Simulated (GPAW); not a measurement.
**Input and output of a self-consistent single point for KI (Fm-3m, 2 atoms in the cell) (GPAW)**

Computed with LDA (Perdew-Wang 92), GPAW PAW datasets LDA (gpaw-data 1.0.1) (plane waves; GPAW).

Input as run:

```python
from ase import Atoms
from ase.units import GPa
from gpaw import GPAW, PW, FermiDirac

atoms = Atoms(['K', 'I'],
              cell=[[0.000000, 3.517325, 3.517325],
                    [3.517325, 0.000000, 3.517325],
                    [3.517325, 3.517325, 0.000000]],
              scaled_positions=[[0.000000, 0.000000, 0.000000],
                                [0.500000, 0.500000, 0.500000]],
              pbc=True)

calc = GPAW(mode=PW(600),
            xc='LDA',
            kpts=(5, 5, 5),
            occupations=FermiDirac(0.05),
            nbands=-6,
            convergence={'density': 1e-05, 'energy': 1e-05, 'bands': -4},
            symmetry={'symmorphic': False, 'tolerance': 0.0005},
            maxiter=100,
            txt='-')

atoms.calc = calc

energy = atoms.get_potential_energy()
print('Energy (eV):', round(energy, 6))
forces = atoms.get_forces()
print('Forces (eV/Ang):')
print(forces.round(5))
stress = atoms.get_stress()
print('Stress (GPa, Voigt):', (stress / GPa).round(4))
```

Output, abridged:

```
Input parameters:
  convergence: {bands: -4,
                density: 1e-05,
                energy: 1e-05}
  kpts: [5 5 5]
  maxiter: 100
  mode: {ecut: 600.0,
         name: pw}
  nbands: -6
  occupations: {fixmagmom: False,
                name: fermi-dirac,
                width: 0.05}
  symmetry: {symmorphic: False,
             tolerance: 0.0005}

species:
  K:
    name: Potassium
    Z: 19.0
    valence: 9
    core: 10
    charge: 0.0
    file: K.LDA.gz

    # Using partial waves for K as LCAO basis

  I:
    name: Iodine
    Z: 53.0
    valence: 7
    core: 46
    charge: 0.0
    file: I.LDA.gz

    # Using partial waves for I as LCAO basis

Reference energy: -209724.155214  # eV

Spin-paired calculation

Convergence criteria:
 Maximum [total energy] change in last 3 cyles: 1e-05 eV / valence electron
 Maximum integral of absolute [dens]ity change: 1e-05 electrons / valence electron
 Maximum integral of absolute [eigenst]ate change: 4e-08 eV^2 / valence electron
 Maximum number of scf [iter]ations: 100

Symmetries present (total): 48
Symmetries with fractional translations: 0
125 k-points: 5 x 5 x 5 Monkhorst-Pack grid
10 k-points in the irreducible part of the Brillouin zone
       k-points in crystal coordinates                weights
   0:     0.00000000    0.00000000    0.00000000          1/125
   1:     0.20000000    0.20000000    0.00000000          6/125
   2:     0.20000000    0.20000000    0.20000000          8/125
   [... 7 lines left out ...]

Wave functions: Plane wave expansion
  Cutoff energy: 600.000 eV
  Number of coefficients (min, max): 2886, 2924
  Pulay-stress correction: 0.000000 eV/Ang^3 (de/decut=0.000000)

Occupation numbers: Fermi-Dirac:
  width: 0.0500  # eV

Eigensolver

Densities:
  Coarse grid: 30*30*30 grid
  Fine grid: 60*60*60 grid
  Total Charge: 0.000000

Density mixing:
  Method: separate
  Backend: pulay
  Linear mixing parameter: 0.05
  old densities: 5
  Damping of long wavelength oscillations: 50

Hamiltonian:
  XC and Coulomb potentials evaluated on a 60*60*60 grid
  External potential:
    NoExternalPotential

Number of atoms: 2
Number of atomic orbitals: 9
Number of bands in calculation: 14
Number of valence electrons: 16
Bands to converge: 10

Density initialized from atomic densities
  9 bands from LCAO basis set
  5 bands from random numbers

Atomic positions and initial magnetic moments

Positions:
   0 K      0.000000    0.000000    0.000000    ( 0.0000,  0.0000,  0.0000)
   1 I      3.517325    3.517325    3.517325    ( 0.0000,  0.0000,  0.0000)

Unit cell:
           periodic     x           y           z      points  spacing
  1. axis:    yes    0.000000    3.517325    3.517325    30     0.1354
  2. axis:    yes    3.517325    0.000000    3.517325    30     0.1354
  3. axis:    yes    3.517325    3.517325    0.000000    30     0.1354

  Lengths:   4.974249   4.974249   4.974249
  Angles:   60.000000  60.000000  60.000000

Effective grid spacing dv^(1/3) = 0.1477

     iter     time        total  log10-change:
                         energy   eigst   dens
iter:   1 --:--:--    -6.427085   +1.13
iter:   2 --:--:--    -6.421543   -0.15  -1.41
iter:   3 --:--:--    -6.348675   -0.62  -1.43
iter:   4 --:--:--    -6.343135   -1.04  -1.61
iter:   5 --:--:--    -6.343229   -1.79  -1.73
iter:   6 --:--:--    -6.342303   -2.21  -2.45
iter:   7 --:--:--    -6.342078   -2.80  -2.78
iter:   8 --:--:--    -6.342079   -3.39  -3.00
iter:   9 --:--:--    -6.342080c  -3.96  -3.53
iter:  10 --:--:--    -6.342079c  -4.50  -3.57
iter:  11 --:--:--    -6.342078c  -5.10  -4.06
iter:  12 --:--:--    -6.342078c  -5.66  -4.72
iter:  13 --:--:--    -6.342078c  -6.18  -4.71
iter:  14 --:--:--    -6.342078c  -6.53  -4.69
iter:  15 --:--:--    -6.342078c  -6.89  -4.51
iter:  16 --:--:--    -6.342078c  -7.61c -4.99
iter:  17 --:--:--    -6.342078c  -8.11c -4.95
iter:  18 --:--:--    -6.342078c  -8.43c -5.00
iter:  19 --:--:--    -6.342078c  -8.52c -5.02c

Converged after 19 iterations.

Dipole moment: (-0.000000, -0.000000, -0.000000) |e|*Ang

Energy contributions relative to reference atoms: (reference = -209724.155214)

Kinetic:         +2.634632
Potential:       -2.373483
External:        +0.000000
XC:              -5.927601
Entropy (-ST):   -0.000000
Local:           -0.675626
SIC:             +0.000000
--------------------------
Free energy:     -6.342078
Extrapolated:    -6.342078

Showing only first 2 kpts
 Kpt  Band  Eigenvalues  Occupancy
  0     6      0.28611    2.00000
  0     7      0.28611    2.00000
  0     8      3.93178    0.00000
  0     9      6.58096    0.00000

  1     6      0.12884    2.00000
  1     7      0.12884    2.00000
  1     8      4.97227    0.00000
  1     9      5.81568    0.00000

Fermi level: 1.89353

Gap: 3.646 eV
Transition (v -> c):
  (s=0, k=0, n=7, [0.00, 0.00, 0.00]) -> (s=0, k=0, n=8, [0.00, 0.00, 0.00])
No difference between direct/indirect transitions
Energy (eV): -6.342078

Forces in eV/Ang:
  0 K    -0.00000    0.00000   -0.00000
  1 I     0.00000   -0.00000   -0.00000

Stress tensor:
     0.007504     0.000000    -0.000000
     0.000000     0.007504    -0.000000
    -0.000000    -0.000000     0.007504
Stress (GPa, Voigt): [ 1.2023  1.2023  1.2023 -0.     -0.      0.    ]
```

The run converged in 19 iterations. GPAW prints stress with tension positive.

The starting cell has typed, rounded lattice constants, without a prior relaxation at this level. Its lattice was rescaled by up to half a per cent. Spin-orbit coupling is off.
